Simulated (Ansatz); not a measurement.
Consider AlRu in the CsCl type structure (space group Pm-3m, No. 221; a = 2.9832 Å; relaxed with 0.1 eV smearing). Axes: x, y, z lie along the cube axes.

All numbers come from r2SCAN, PAW, 500 eV (Ansatz, a first-principles code; no spin-orbit coupling).

Base values:

```
Quantity           Result
---------------  --------
Volume per atom  13.27 Å³
```

Now apply this change: compressive biaxial strain of 0.83 % in the plane normal to [111], as in epitaxy on a mismatched substrate; the out-of-plane cell vector and the atoms relax.

Q: What happens to the in-plane stress and volume per atom?

A: The mean in-plane stress (compression positive) is +3.8 GPa; the volume per atom drops by 0.146 Å³, from 13.27 Å³ to 13.13 Å³.

Whether these cells are dynamically stable was not tested. All final runs are without spin polarisation.
